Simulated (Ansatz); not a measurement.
Ca₃SbN (Pm-3m, No. 221; start mp-1013548) was calculated with G0W0@PBEsol (plane waves, hard PAW, contour deformation; Ansatz, an electronic-structure program).

The cell is the one relaxed with PBEsol. Conventional cell: a = 4.8049 Å, b = 4.8049 Å, c = 4.8049 Å, α = 90.00°, β = 90.00°, γ = 90.00°.

The quasiparticle gap at Γ at a fixed k mesh 2×2×2:

| response cutoff | value (eV) |
|---|---|
| 150 eV, 850 empty bands | 0.862 |
| 200 eV, 1309 empty bands | 0.906 |
| 250 eV, 1829 empty bands | 0.931 |
| 300 eV, 2405 empty bands | 0.945 |

Problem. Taking the value to converge with the response cutoff E as E^(−3/2), extrapolate from the last two rows.

Solution. With y = y∞ + c/w and weights w = 3953 and 5196 for the last two rows, y∞ = (w2 y2 − w1 y1)/(w2 − w1) = (5196 × 0.945 − 3953 × 0.931)/1243 = 0.990 eV, which lies 0.045 beyond the last row. Successive pairs of rows give 0.988, 0.994, 0.990. The limit also hangs on the law assumed, so its last digits aren't firm.

The other settings are not extrapolated, so this is the limit in one setting alone.

Spin–orbit coupling is not included.

A start named mp-… is a Materials Project structure, which can be a computed phase never made.
